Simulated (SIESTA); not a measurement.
Worked example: self-consistent single point of VPt2 (P1, 3 atoms in the cell) in SIESTA.

Method of the run: GGA PBEsol, numerical atomic orbitals TZP, PseudoDojo PBEsol standard norm-conserving potentials (rewritten from UPF to PSML) (SIESTA 5.4.2).

```xyz
3
Lattice="-1.3611 1.9024 4.1845 1.3611 -1.9024 4.1845 1.3611 1.9024 -4.1845" Properties=species:S:1:pos:R:3 pbc="T T T"
V      0.0358    -0.0102    -0.0157
Pt    -0.0476     0.0602     5.5521
Pt     0.0118    -0.0500     2.8326
```

Reference input (self-consistent single point, DFT, LDA PW92, numerical atomic orbitals TZP, PseudoDojo LDA standard norm-conserving potentials (rewritten from UPF to PSML)): XC.functional = LDA; XC.authors = PW92; potentials = PseudoDojo LDA standard; PAO.BasisSize = TZP; PAO.EnergyShift = 0.01 Ry; MeshCutoff = 400 Ry; kgrid.MonkhorstPack = 5 7 8; OccupationFunction = MP; OccupationMPOrder = 0; ElectronicTemperature = 1578.21 K; MaxSCFIterations = 150; SCF.Mixer.Method = Pulay. This run's input differs from it in these lines:

```diff
@@ -1,2 +1,2 @@
-# files in the folder: V.psml Pt.psml (PseudoDojo LDA standard)
+# files in the folder: V.psml Pt.psml (PseudoDojo PBEsol standard)
 SystemName  VPt2
@@ -23,4 +23,4 @@
 
-XC.functional                LDA
-XC.authors                   PW92
+XC.functional                GGA
+XC.authors                   PBEsol
 PAO.BasisSize                TZP
```

Output (repeated stretches shortened):

```
        iscf     Eharris(eV)        E_KS(eV)     FreeEng(eV)     dDmax    Ef(eV) dHmax(eV)
   scf:    1    -8903.388645    -9046.235280    -9046.264925  2.027713 -1.300621 29.057318
   scf:    2    -8861.562505    -9055.547712    -9055.559758  1.662655 -0.852620 42.535760
   scf:    3    -9126.864742    -9098.164439    -9098.180921  1.018579 -1.654492 20.525516
   scf:    4    -7944.721600    -8753.652553    -8753.680986  0.937268 -4.109538101.222144
   scf:    5    -9151.421406    -9109.913381    -9109.933631  0.760283 -2.990437  2.443919
   [... 8 lines left out ...]
   scf:   14    -9110.300217    -9110.300210    -9110.321355  0.000161 -3.079749  0.007042
   scf:   15    -9110.300213    -9110.300213    -9110.321357  0.000107 -3.079458  0.001072
   scf:   16    -9110.300213    -9110.300213    -9110.321357  0.000013 -3.079504  0.000015
   scf:   17    -9110.300213    -9110.300213    -9110.321357  0.000002 -3.079505  0.000012
SCF Convergence by DM+H criterion
max |DM_out - DM_in|         :     0.0000021537
max |H_out - H_in|      (eV) :     0.0000122357
SCF cycle converged after 17 iterations

Using DM_out to compute the final energy and forces

siesta: E_KS(eV) =            -9110.3002

siesta: E_KS - E_eggbox =     -9110.3002

siesta: Atomic forces (eV/Ang):
     1   -0.260475    0.108283    0.101196
     2    0.409588   -1.164593   -0.630900
     3   -0.149490    1.054379    0.530568
   Tot   -0.000378   -0.001931    0.000864
   Max    1.164593
   Res    0.617113    sqrt( Sum f_i^2 / 3N )
   Max    1.164593    constrained

Stress tensor Voigt[x,y,z,yz,xz,xy] (kbar):       65.93       65.29       95.03      -27.95        5.51        8.43
(Free)E + p*V (eV/cell)    -9112.3615
Target enthalpy (eV/cell)    -9110.3214

   [... lines left out ...]
siesta: FreeEng =     -9110.321357
   [... lines left out ...]
siesta:     0.041153    0.005260    0.003437
siesta:     0.005260    0.040753   -0.017447
siesta:     0.003437   -0.017447    0.059312

siesta: Cell volume =         43.341218 Ang**3

siesta: Pressure (static):
siesta:                Solid            Molecule  Units
siesta:          -0.00051269         -0.00033189  Ry/Bohr**3
siesta:          -0.04707280         -0.03047281  eV/Ang**3
siesta:         -75.41893736        -48.82282546  kBar
```

The run converged in 17 iterations. Against the reference run the pressure goes from -13.07 to -7.54 GPa and the largest force goes from 1.338 to 1.386 eV/Å.

The starting cell comes from a database of computed structures (which also holds hypothetical and non-ambient phases and stackings), without a prior relaxation at this level. Its atoms were displaced at random from the sites of space group no. 71. Spin polarisation is off. Values carry the incompleteness of an atom-centred basis. With a pressure of about -8 GPa the cell is away from its equilibrium volume at this level. Forces in this geometry exceed 1 eV/Å.

Cost on one core of a shared machine: roughly 50 s.
